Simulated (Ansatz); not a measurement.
System: C (model structure, P4₂/ncm, No. 138, 12 atoms in the cell). Method: r²SCAN+rVV10 in Ansatz (plane waves, PAW).

Settings: plane-wave cutoff 560 eV, 10×10×8 k mesh (along the axes of the cell as run), Fermi–Dirac smearing 0.01 eV, scalar-relativistic PAW data made under PBE.

Cell (relaxed at this level):

```xyz
12
Lattice="3.4145 0.0000 0.0000 0.0000 3.4145 0.0000 0.0000 0.0000 6.0609" Properties=species:S:1:pos:R:3 pbc="T T T"
C      2.8399     1.1327     2.1799
C      0.5746     2.2818     2.1799
C      0.5746     1.1327     5.2103
C      2.8399     2.2818     5.2103
C      2.2818     2.8399     3.8810
C      1.1327     0.5746     3.8810
C      1.1327     2.8399     0.8506
C      2.2818     0.5746     0.8506
C      0.0000     0.0000     3.0304
C      1.7073     1.7073     0.0000
C      1.7073     1.7073     3.0304
C      0.0000     0.0000     0.0000
```

Estimate the band gap, smallest direct gap on the k points sampled and direct gap at Γ that the calculation returns.


* **band gap**: 3.96 eV (indirect)
* **smallest direct gap on the k points sampled**: 5.20 eV
* **direct gap at Γ**: 5.25 eV

Note: the relaxation could raise the start's symmetry but not lower it, so the cell can be a saddle point.

Static lattice: no zero-point or thermal effects.

Computing time: very roughly 40 core-seconds.

A model structure was made by putting elements into a prototype or built by hand; it is no filed structure, need not be a known phase, and can be a saddle point held by its symmetry.

Ansatz is a program for electronic structure.
